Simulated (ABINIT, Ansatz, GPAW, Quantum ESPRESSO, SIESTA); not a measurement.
Na (Im-3m, 1 atom in the cell) computed with different codes at matched settings

Self-consistent single point.

```xyz
1
Lattice="-2.0830 2.0830 2.0830 2.0830 -2.0830 2.0830 2.0830 2.0830 -2.0830" Properties=species:S:1:pos:R:3 pbc="T T T"
Na     0.0000     0.0000     0.0000
```

Shared settings, as Ansatz (a first-principles code) writes them: kpoints.mp_grid.grid = 5 5 5; scf.occupations.method = fermi_dirac; scf.occupations.width = 0.1 eV. Potentials and cutoffs stand in the table.

```json
[
 {"code": "GPAW", "model": "PBE, GPAW PAW datasets PBE (gpaw-data 1.0.1)", "pressure (GPa)": "0.22", "cutoff": "800 eV"},
 {"code": "ABINIT", "model": "PBE, norm-conserving pseudopotentials (PseudoDojo nc-sr-05 PBE standard)", "pressure (GPa)": "0.22", "cutoff": "1197 eV"},
 {"code": "Quantum ESPRESSO", "model": "PBE, SSSP 1.1.2 efficiency (PBE) pseudopotentials", "pressure (GPa)": "0.23", "cutoff": "40 Ry"},
 {"code": "SIESTA", "model": "GGA PBE, numerical atomic orbitals DZP, PseudoDojo PBE standard norm-conserving potentials (rewritten from UPF to PSML)", "pressure (GPa)": "0.53", "cutoff": "grid 300 Ry"},
 {"code": "Ansatz", "model": "PBE, default PAW files", "pressure (GPa)": "0.20", "cutoff": "default"}
]
```

The spread over the programs that give each value: pressure within 0.33 GPa.

SIESTA uses small atom-centred bases, whose incompleteness enters pressures, forces and empty levels differently from a plane-wave cutoff. Ansatz's pressure is given at a fixed set of plane waves, as the other plane-wave codes print theirs.

On the base mesh (8 8 8) the same programs gave: Ansatz pressure 0.22 GPa; Quantum ESPRESSO pressure 0.24 GPa; ABINIT pressure 0.24 GPa; GPAW pressure 0.24 GPa; SIESTA pressure 0.60 GPa.

The starting cell comes from a database of computed structures (which also holds hypothetical and non-ambient phases and stackings), without a prior relaxation at this level. Its lattice was rescaled by a random factor within 2.5 % of one.

Left out of this page: CP2K (on another mesh); Elk and FLEUR (not drawn, or without a comparable value).

Keys are those of Ansatz 0.2.
